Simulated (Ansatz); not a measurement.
For CdS (model structure, started from the h-BN type, P6₃/mmc, No. 194, 4 atoms in the cell), LDA in Ansatz (PAW) gives:

| Quantity | Value |
|---|---|
| lattice parameter a | 4.324 Å |
| lattice parameter c | 5.611 Å |
| bulk modulus | 71.2 GPa |
| cohesive energy | 3.25 eV/atom |
| band gap | 0.74 eV |

### Question
What does r²SCAN (Ansatz, a quantum-chemistry and plane-wave program, plane waves, PAW) give for the same quantities?

### Answer

- lattice constant a: 4.409 Å (grows by 2.0 %)
- lattice parameter c: 5.747 Å (rises by 2.4 %)
- bulk modulus: 62.2 GPa (falls by 13 %)
- cohesive energy: 2.74 eV/atom (drops by 0.51 eV/atom)
- band gap: 1.48 eV (increases by 0.74 eV)

Changes are worked out from the printed values.

Unless a cell is named, each level is at its own relaxed cell (LDA 22.71, r²SCAN 24.18 Å³/atom).

Spin–orbit coupling is included only where a level's name says +SOC; with heavier elements it mostly lowers gaps and can invert bands. Density-functional gaps are differences of (generalised) Kohn–Sham levels.

Caveats: the bulk modulus is −V dP/dV from two relaxed cells at ±2 % in volume (LDA, r²SCAN). Ansatz's density-functional and Hartree–Fock values are scalar-relativistic unless marked +SOC, with PAW data made under PBE.

A model structure was made by putting elements into a prototype or built by hand; it is no filed structure, need not be a known phase, and can be a saddle point held by its symmetry.
